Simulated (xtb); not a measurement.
xtb 6.7.1, GFN2-xTB: Ca(Br)(fmdH) ([Br][Ca]1[NH]C=[NH]->1), 8 atoms. The geometry is a generated start, not checked to be a minimum at this level.

| Item | Value |
|---|---|
| run flags | --grad |
| method | GFN2-xTB |
| --acc | 1 (default) |
| --etemp (K) | 300 (default) |
| basis functions | 35 |
| valence electrons | 26 |

```xyz
8

Ca    -0.1448     1.1837    -0.9167
Br    -0.4735     3.1741    -2.4553
C      0.1076    -0.7634     0.5906
N      0.3386    -0.8979    -0.6845
N     -0.2617     0.3877     1.0770
H      0.2250    -1.6264     1.2615
H      0.6196    -1.8334    -0.9514
H     -0.4108     0.3755     2.0788
```

One run each on 1 thread. Values of broydamp tried: 0.02, 0.05, 0.1, 0.2, 0.4 (default), 0.6, 0.8, 1.

Question: Which value of broydamp needs the fewest SCC iterations, and what happens away from it?

Answer: Fewest SCC iterations, within one of each other: 0.2 with 19, 0.4 (default) with 18, 0.6 with 18. The count rises to 34 at 0.02. All converge to one solution.

```tsv
broydamp	SCC iterations	end
0.02	34	same solution
0.05	24	same solution
0.1	20	same solution
0.2	19	same solution
0.4 (default)	18	same solution
0.6	18	same solution
0.8	21	same solution
1	25	same solution
```
